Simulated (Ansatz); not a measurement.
A hypothetical phase is included: elements placed on a structure type, which no database files for this compound.

The decay constant κ of evanescent states in the gap governs leakage through a thin film.

Consider the following.

```yaml
crystal:
  lattice:
    - [4.02265, 0.00000, 0.00000]
    - [0.00000, 6.93156, 0.00000]
    - [0.00000, 0.00000, 6.93156]
  atoms:
    - { symbol: Ga, position: [0.00000, 0.67599, 0.32401] }
    - { symbol: Ga, position: [0.00000, 0.32401, 0.67599] }
    - { symbol: Ga, position: [0.50000, 0.82401, 0.82401] }
    - { symbol: Ga, position: [0.50000, 0.17599, 0.17599] }
    - { symbol: As, position: [0.00000, 0.31738, 0.31738] }
    - { symbol: As, position: [0.00000, 0.68262, 0.68262] }
    - { symbol: As, position: [0.50000, 0.81738, 0.18262] }
    - { symbol: As, position: [0.50000, 0.18262, 0.81738] }
```

The cell was relaxed by PBE-D3(BJ).

Transport runs along the normal of the first two printed cell vectors, the (100) plane of the conventional cell.

The gap is the functional's own, uncorrected, and κ follows it; spin-orbit coupling is left out. Mid-gap means the computed energy nearest the middle.

Q: Predict the band gap and the smallest decay constant κ at mid-gap from r2SCAN run with Ansatz (an electronic-structure program).

A: Gap 0.96 eV on a 8×6×6 mesh; κ = 0.059 1/Å, at the zone centre.
